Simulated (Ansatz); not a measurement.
## Rh, element substitutions

Base system: Rh in the fcc (Cu type) structure (space group Fm-3m, No. 225).

Space group Fm-3m (No. 225); a = b = c = 3.780 Å, α = β = γ = 90.00°

```csv
atom,site,symmetry,x,y,z
Rh,4a,m-3m,0.0000,0.0000,0.0000
```
(The calculation used a cell of 1 atom; values per cell refer to that cell.)

Each row replaces one element on all its sites; cell and atoms are relaxed.

Levels (all Ansatz, a quantum-chemistry and plane-wave program, PAW): PBEsol (420 eV, no SOC); r2SCAN (500 eV, scalar-relativistic without spin-orbit coupling).

Pressures by level, all at the geometries relaxed with PBEsol:

```tsv
case	PBEsol	r2SCAN
base	0.0 GPa	4.7 GPa
Rh → Bi	0.0 GPa	2.2 GPa
Rh → Pt	0.0 GPa	4.8 GPa
Rh → Ir	0.0 GPa	4.2 GPa
```

Single points use the geometry relaxed with PBEsol. Their cutoffs differ, which shifts pressures a little. Stability against distortions was not tested. As relaxed here, Bi is a hypothetical phase, not in the database extracts checked. The final runs are not spin-polarised. Pt lies near a magnetic instability that expansion can trigger; it was not tested.
